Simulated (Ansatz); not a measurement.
The reference is SiO2 in the CdI2 type structure (space group P-3m1, No. 164; a = 2.6699 Å, c = 4.5093 Å; a hypothetical phase, not in the database extracts checked; layered, stacked along the Cartesian z axis).

Modification: cell and atoms relaxed at a pressure of 50 GPa.

Levels (all Ansatz, a program for electronic structure, PAW, earlier PAW set): PBEsol-D3(BJ) (420 eV, without spin-orbit coupling); r2SCAN (500 eV, spin-orbit coupling left out); HSE06 (420 eV, scalar-relativistic without spin-orbit coupling); PBEsol+SOC (420 eV, noncollinear with spin-orbit coupling); HSE06+SOC (420 eV, with spin-orbit coupling).

One geometry, relaxed with PBEsol-D3(BJ), under each level:

The valence-band top lists the three highest levels at Γ (Kramers pairs under SOC), from the VBM.

| level | band gap | lowest conduction level above the VBM at special points | valence-band top at Γ | electron mass |
|---|---|---|---|---|
| PBEsol-D3(BJ) | 7.16 eV | Γ 7.16 eV; M 7.23 eV; L 8.34 eV; A 8.46 eV | 0.00, -2.11, -2.11 eV | 0.77 mₑ along c, 0.40 mₑ across (at Γ) |
| r2SCAN | 8.18 eV | Γ 8.18 eV; M 8.37 eV; L 9.49 eV; A 9.55 eV | – | – |
| HSE06 | 9.35 eV | Γ 9.35 eV; M 9.37 eV; L 10.54 eV | – | – |
| PBEsol+SOC | 7.16 eV | Γ 7.16 eV; M 7.23 eV; L 8.34 eV; A 8.46 eV | 0.00, -2.09, -2.12 eV | 0.77 mₑ along c, 0.40 mₑ across (at Γ) |
| HSE06+SOC | 9.35 eV | Γ 9.35 eV; M 9.37 eV; L 10.54 eV | 0.00, -2.07, -2.10 eV | – |

Single points use the geometry relaxed with PBEsol-D3(BJ). Their cutoffs differ, which shifts pressures a little. The spin-orbit shifts are approximate. Load acts through the strain it causes; cell and atoms are relaxed under it. Effective masses come from finite differences of ±0.01 Å⁻¹. Stability against distortions was not tested. Competing high-pressure phases were not computed.
